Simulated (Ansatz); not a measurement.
Band structure of PNO (I2_12_12_1, 6 atoms in the cell).

```
CELL_PARAMETERS angstrom
     -2.22378     2.38856     3.50218
      2.22378    -2.38856     3.50218
      2.22378     2.38856    -3.50218
ATOMIC_POSITIONS crystal
  P  0.61083 0.86083 0.75000
  P  0.88917 0.63917 0.25000
  N  0.75000 0.89204 0.14204
  N  0.25000 0.60796 0.35796
  O  0.87288 0.75000 0.62288
  O  0.62712 0.25000 0.87712
```

Computed with LDA (PW92), default PAW files made with PBE (plane waves; Ansatz, a first-principles code).

Settings: kpoints.mp_grid.grid = 5 5 5; hamiltonian.xc = lda; hamiltonian.pseudopotentials = {kind: paw} (the program's default PAW files); scf.occupations.method = fixed; kpoints.band_path.npoints = 8.

The starting cell comes from a database of computed structures (which also holds hypothetical and non-ambient phases and stackings), without a prior relaxation at this level.

### Question
Predict the gap along the standard path and the places of the band edges.

### Answer
The gap along the path is 5.10 eV, from Z to Γ; the smallest direct gap on it is 5.53 eV.

Levels in eV from the top of the valence band on the path, bands 13 to 20:
```json
[
 {"point": "Γ", "13": "-2.07", "14": "-1.88", "15": "-1.16", "16": "-0.43", "17": "5.10", "18": "5.40", "19": "6.95", "20": "8.13"},
 {"point": "X", "13": "-2.52", "14": "-2.38", "15": "-1.63", "16": "-0.24", "17": "6.60", "18": "6.90", "19": "7.93", "20": "7.95"},
 {"point": "L", "13": "-2.36", "14": "-1.91", "15": "-1.67", "16": "-0.33", "17": "6.17", "18": "6.90", "19": "7.15", "20": "8.35"},
 {"point": "T", "13": "-2.13", "14": "-1.64", "15": "-1.09", "16": "-0.59", "17": "5.86", "18": "6.78", "19": "7.05", "20": "8.44"},
 {"point": "W", "13": "-2.01", "14": "-2.01", "15": "-0.86", "16": "-0.86", "17": "6.17", "18": "6.17", "19": "7.45", "20": "7.45"},
 {"point": "R", "13": "-2.46", "14": "-1.55", "15": "-1.48", "16": "-0.51", "17": "6.56", "18": "6.98", "19": "7.15", "20": "7.93"},
 {"point": "X1", "13": "-2.52", "14": "-2.38", "15": "-1.63", "16": "-0.24", "17": "6.60", "18": "6.90", "19": "7.93", "20": "7.95"},
 {"point": "Z", "13": "-2.88", "14": "-2.48", "15": "-1.91", "16": "0.00", "17": "6.58", "18": "6.95", "19": "7.89", "20": "8.16"},
 {"point": "Y", "13": "-2.61", "14": "-2.19", "15": "-1.97", "16": "-0.30", "17": "5.75", "18": "7.20", "19": "7.51", "20": "8.03"},
 {"point": "S", "13": "-2.44", "14": "-2.09", "15": "-1.13", "16": "-0.73", "17": "5.60", "18": "6.69", "19": "7.19", "20": "7.75"}
]
```

Keys are those of Ansatz 0.2.
